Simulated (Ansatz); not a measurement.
# Hf: Hf → Lu

Take Hf in the hcp (Mg type) structure (space group P6_3/mmc, No. 194; a = 3.1591 Å, c = 4.9999 Å) as the base.

It is then changed as follows: full substitution Hf → Lu; the structure is relaxed again.

All numbers come from Kohn–Sham DFT with the PBEsol functional, run in Ansatz (a quantum-chemistry and plane-wave program) with PAW and 420 eV plane waves, no spin-orbit coupling. Γ-centred 16×16×9 mesh, Fermi–Dirac width 0.05 eV, for the changed cell.

| quantity | base | changed | shift |
|---|---|---|---|
| density | 13.72 g/cm³ | 10.57 g/cm³ | -3.15 g/cm³ |
| lattice parameter a | 3.159 Å | 3.445 Å | +0.286 Å |
| c/a ratio | 1.583 | 1.553 | -0.030 |
| space group | P6_3/mmc (No. 194) | P6_3/mmc (No. 194) | – |
| shortest interatomic distance | 3.095 Å | 3.333 Å | +0.238 Å |
| band gap | zero | zero | – |

Final structure:

```
Lu
1.0
    3.44512     0.00000     0.00000
   -1.72256     2.98356     0.00000
    0.00000     0.00000     5.34895
Lu
2
Direct
  0.33333   0.66667   0.75000
  0.66667   0.33333   0.25000
```

No phonon test of stability was made. The final runs are not spin-polarised.
